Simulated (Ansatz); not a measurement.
Base system: ZnSiP$_{2}$ in the chalcopyrite structure (space group I-42d, No. 122; a = 5.419 Å, c = 10.539 Å).

The values are results of PBE/PAW in Ansatz (a first-principles code), no spin-orbit coupling, not measurements.

For the base:

- Electron mass = 1.5 mₑ along c, 0.26 mₑ across (at Γ)
- Valence-band top at Γ = 0.00, -0.13, -0.13 eV
- Gap character = direct at Γ

One thing is altered: an isotropic linear strain of +1.71 %, atoms relaxed at fixed cell.

Q: What does the calculation give for the electron mass after the change?

A: The electron mass changes from 1.5 mₑ along c, 0.26 mₑ across (at Γ) to 1.6 mₑ along c, 0.27 mₑ across (at Γ).

Q: Predict the new valence-band top at Γ.

A: The valence-band top at Γ (three highest levels, from the VBM) goes from 0.00, -0.13, -0.13 eV to 0.00, -0.12, -0.12 eV.

Q: What happens to the gap character?

A: The gap character is still direct at Γ.

Q: What does the calculation give for the energy relative to the base after the change?

A: The energy grows by 13 meV/atom.

Masses are band curvatures over ±0.01 Å⁻¹ around the edge. No phonon test of stability was made.
